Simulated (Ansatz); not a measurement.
Density of states of BeS (F-43m) above the conduction band minimum, Ansatz (a first-principles code) with PBEsol with spin-orbit coupling, rigid bands; cell volume 28.3 Å³.

(energy from edge (eV), 10⁻³ states/eV/cell): (0.006, 11.9); (0.031, 26.3); (0.056, 35.4); (0.081, 43.1); (0.106, 50.3); (0.131, 56.3); (0.156, 62.0); (0.181, 67.9); (0.206, 73.3); (0.231, 78.3); (0.256, 84.1); (0.281, 89.5); (0.319, 97.1); (0.344, 102); (0.369, 107); (0.394, 112); (0.419, 118); (0.444, 122); (0.469, 128); (0.494, 133); (0.519, 138); (0.544, 144); (0.569, 151); (0.594, 156)

Question: What effective density of states at 300 K does this give (∫ g(E) exp(−E/k_BT) dE, both spins, divided by the cell's size)?

Answer: 2.0e19 cm⁻³, a density-of-states mass of 0.86 mₑ, valleys and band degeneracy included.

Geometry: cell and atoms relaxed with PBEsol.
